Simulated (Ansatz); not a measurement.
Base system: BN in the zinc blende structure (space group F-43m, No. 216; a = 3.581 Å). Axes: x, y, z lie along the cube axes.

All numbers come from plane-wave PAW DFT at the LDA level (Ansatz, a first-principles code, 420 eV), no spin-orbit coupling.

Now apply this change: compressive biaxial strain of 0.83 % in the plane normal to [111], as in epitaxy on a mismatched substrate; the out-of-plane cell vector and the atoms relax.

Problem. How does this affect the energy relative to the base?

Solution. The energy grows by 2.8 meV/atom.

Problem. Estimate the effect on the ratio −ε⊥/ε∥.

Solution. The ratio −ε⊥/ε∥ is 0.17.

Whether these cells are dynamically stable was not tested.
